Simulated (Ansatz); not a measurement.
# Effect of biaxial strain −0.50 %, plane normal [001], relaxed out of plane on Nb

Start from Nb in the bcc (W type) structure (space group Im-3m, No. 229; a = 3.273 Å; relaxed with 0.1 eV smearing). Axes: x, y, z lie along the cube axes.

Perturbation: compressive biaxial strain of 0.50 % in the plane normal to [001], as in epitaxy on a mismatched substrate; the out-of-plane cell vector and the atoms relax.

Level of theory: PBEsol (Ansatz, a quantum-chemistry and plane-wave program, PAW, no spin-orbit coupling). k-mesh 28×28×28 (Γ-centred); smearing 0.1 eV (Fermi–Dirac).

```csv
quantity,base,changed,shift
volume per atom,17.53 Å³,17.45 Å³,-0.08 Å³
space group,Im-3m (No. 229),I4/mmm (No. 139),–
shortest interatomic distance,283.4 pm,283.0 pm,-0.4 pm
energy relative to the base (free energy F),0 meV/atom,+0.7 meV/atom,+0.7 meV/atom
"pressure (mean of the normal stresses, compression positive)",0.0 GPa,0.9 GPa,+0.9 GPa
band gap,zero,zero,–
out-of-plane strain,–,+0.53 %,–
mean in-plane stress (compression positive),–,+1.3 GPa,–
```

Final structure (turned so that z lies along the plane normal):

```
Nb
1.0
    3.25655     0.00000     0.00000
    0.00000     3.25655     0.00000
    1.62827    -1.62827     1.64519
Nb
1
Direct
  0.00000   0.00000   0.00000
```

Cost of the whole job for the changed cell (relaxation, final SCF and bands): roughly 70 core-seconds.

Whether these cells are dynamically stable was not tested. All final runs are without spin polarisation.
